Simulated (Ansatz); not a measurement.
An Ansatz (a quantum-chemistry and plane-wave program) run: SnO with a change (isotropic strain −4.55 %); PBE-D3(BJ) (Ansatz, PAW, spin-orbit coupling left out), earlier PAW set.

Input:

Ansatz 0.2 input:
```yaml
crystal:
  lattice:
    - [3.6616384818, 0, 0]
    - [0, 3.6616384818, 0]
    - [0, 0, 4.5409011425]
  atoms:
    - { symbol: Sn, position: [0.5, 0, 0.2434311402] }
    - { symbol: Sn, position: [0, 0.5, 0.7565688598] }
    - { symbol: O, position: [0, 0, 0] }
    - { symbol: O, position: [0.5, 0.5, 0] }
basis: { ecutwfc: 420, ecutrho_ratio: 4, xc_grid: 2, fft_grid_basis: typed }
kpoints: { mp_grid: { grid: [12, 12, 10] } }
hamiltonian:
  xc: pbe
  dispersion: d3bj
  pseudopotentials: { azcp: { folder: ./paw }, kind: paw }
scf: { occupations: { method: fermi_dirac, width: 0.05 }, convergence: { dr2_threshold: 0.0000000004 } }
relax: { f_tol: 0.005, max_steps: 50 }
output: { forces: true, stress: true }
checkpoint: { write: state.ck, write_every: 1000 }
```

Output (explanatory and most iteration lines left out):

```
Relaxation: its limit of steps is 50 (relax.max_steps)
Pseudopotential: Sn, paw, valence charge 14
Pseudopotential: O, paw, valence charge 6
Crystal: 4 atoms, lattice volume = 60.883 Å³
Basis set: ecut = 420 eV, 1207 PW (Γ), exchange–correlation on 50×50×64 points (8 copies of the dense FFT grid, shifted against one another)
Bands: 24, of which v1, the nominal top of the filled ones, is band 20 counted from 1 (19 counted from 0)
Symmetry: 16 space group operations
Space group: P4/nmm (ITA 129), of the structure as read, at distance tolerance 3.9e-5 Å
k-points: 168 of 1440
Functional: x = pbe(κ = 0.804, μ = 0.2195149727645171), c = pbe(β = 0.06672455060314922)
SCF iter   1: F=—  HF=-13184.639877 eV  |F-HF|=—  |Δ(HF+E_count)|=         —  Δρ=5.03e-2  dr2=2.21e0  ethr=3.10e-3  ⟨swp⟩=6.0  Hψ=18973  notcnv=0
SCF iter   2: F=—  HF=-13184.287582 eV  |F-HF|=—  |Δ(HF+E_count)|=   3.52e-1  Δρ=2.97e-2  dr2=9.49e-1  ethr=3.10e-3  ⟨swp⟩=3.0  Hψ=8804  notcnv=0
SCF 1 converged in 11 iterations: F = -13184.045485 eV  dr2 = 2.31e-10
relax step   1: F+E_penalty+E_count = -13184.04548498 eV  Δ(F+E_penalty+E_count) = +0.000e0 eV  max|allowed force component| = 2.250e0 eV/Å  Δτ_max = 0.0000 Å  (11 SCF iters, accepted)
Crystal: 4 atoms, lattice volume = 60.883 Å³
SCF iter   1: F=—  HF=-13184.228253 eV  |F-HF|=—  |Δ(HF+E_count)|=         —  Δρ=1.66e-2  dr2=9.79e-2  ethr=2.47e-4  ⟨swp⟩=1.0  Hψ=21864  notcnv=0
SCF iter   2: F=—  HF=-13184.212909 eV  |F-HF|=—  |Δ(HF+E_count)|=   1.53e-2  Δρ=7.88e-3  dr2=2.78e-2  ethr=2.45e-4  ⟨swp⟩=2.7  Hψ=6329  notcnv=0
SCF 2 converged in 11 iterations: F = -13184.209484 eV  dr2 = 2.62e-11
relax step   2: F+E_penalty+E_count = -13184.20948378 eV  Δ(F+E_penalty+E_count) = -1.640e-1 eV  max|allowed force component| = 1.044e0 eV/Å  Δτ_max = 0.1415 Å  (11 SCF iters, accepted)
Crystal: 4 atoms, lattice volume = 60.883 Å³
SCF iter   1: F=—  HF=-13184.261860 eV  |F-HF|=—  |Δ(HF+E_count)|=         —  Δρ=5.92e-3  dr2=1.26e-2  ethr=2.99e-4  ⟨swp⟩=5.1  Hψ=13670  notcnv=0
SCF iter   2: F=—  HF=-13184.259200 eV  |F-HF|=—  |Δ(HF+E_count)|=   2.66e-3  Δρ=2.76e-3  dr2=3.53e-3  ethr=3.15e-5  ⟨swp⟩=2.4  Hψ=7666  notcnv=0
SCF 3 converged in 10 iterations: F = -13184.258360 eV  dr2 = 6.57e-11
relax step   3: F+E_penalty+E_count = -13184.25835971 eV  Δ(F+E_penalty+E_count) = -4.888e-2 eV  max|allowed force component| = 6.352e-2 eV/Å  Δτ_max = 0.0494 Å  (10 SCF iters, accepted)
Crystal: 4 atoms, lattice volume = 60.883 Å³
SCF iter   1: F=—  HF=-13184.258577 eV  |F-HF|=—  |Δ(HF+E_count)|=         —  Δρ=3.65e-4  dr2=4.72e-5  ethr=1.20e-6  ⟨swp⟩=2.5  Hψ=10959  notcnv=0
SCF iter   2: F=—  HF=-13184.258534 eV  |F-HF|=—  |Δ(HF+E_count)|=   4.24e-5  Δρ=1.71e-4  dr2=1.35e-5  ethr=1.18e-7  ⟨swp⟩=2.0  Hψ=7942  notcnv=0
SCF 4 converged in 8 iterations: F = -13184.258533 eV  dr2 = 5.36e-11
relax step   4: F+E_penalty+E_count = -13184.25853273 eV  Δ(F+E_penalty+E_count) = -1.730e-4 eV  max|allowed force component| = 6.752e-3 eV/Å  Δτ_max = 0.0031 Å  (8 SCF iters, accepted)
Crystal: 4 atoms, lattice volume = 60.883 Å³
SCF iter   1: F=—  HF=-13184.258571 eV  |F-HF|=—  |Δ(HF+E_count)|=         —  Δρ=3.54e-5  dr2=4.43e-7  ethr=1.09e-8  ⟨swp⟩=2.4  Hψ=10229  notcnv=0
SCF iter   2: F=—  HF=-13184.258535 eV  |F-HF|=—  |Δ(HF+E_count)|=   3.65e-5  Δρ=1.65e-5  dr2=1.25e-7  ethr=1.11e-9  ⟨swp⟩=2.4  Hψ=8451  notcnv=0
SCF 5 converged in 6 iterations: F = -13184.258535 eV  dr2 = 8.06e-11
relax step   5: F+E_penalty+E_count = -13184.25853471 eV  Δ(F+E_penalty+E_count) = -1.982e-6 eV  max|allowed force component| = 1.699e-6 eV/Å  Δτ_max = 0.0003 Å  (6 SCF iters, accepted)
SCF converged after 6 iterations
Free energy (F): -13184.258535 eV
Internal energy: -13184.255069 eV  (E = F + TS)
E sigma→0 (E₀):  -13184.256802 eV
Entropy (-TS):   -0.003466 eV (-0.866 meV/atom)
Fermi energy:    12.354728 eV
  E_disp       = -1.084426  (pairwise vdW)
--- Forces (eV/Å), atoms counted from 1 ---
  atom   1  Sn     0.00000000     0.00000000    -0.00000170
  atom   2  Sn    -0.00000000     0.00000000     0.00000170
  atom   3  O     -0.00000000     0.00000000     0.00000000
  atom   4  O      0.00000000     0.00000000    -0.00000000
--- Stress (GPa, compression-positive) ---
       11.024582       0.000000      -0.000000
        0.000000      11.024582      -0.000000
       -0.000000      -0.000000       5.030204
  P = ⅓ Tr σ = 9.0265 GPa (90.265 kbar)
--- Relaxed structure (5 steps of the walk, 5 accepted, 0 SCFs on fresh bases) ---
  atoms:
    - { symbol: Sn, position: [0.49999999999999994, -1.7213607352112642e-35, 0.2643140368480967] }
    - { symbol: Sn, position: [-6.075010126819043e-33, 0.49999999999999994, 0.7356859631519034] }
    - { symbol: O, position: [5.351794634722273e-33, 2.4590867645875203e-36, -2.9845457390002595e-21] }
    - { symbol: O, position: [0.49999999999999994, 0.49999999999999994, -2.984545738999875e-21] }
```

Stability against distortions was not tested. All final runs are without spin polarisation. The cell was made from SnO in the litharge type structure (space group P4/nmm, No. 129; layered, stacked along the Cartesian z axis) by this change: isotropic strain −4.55 %.
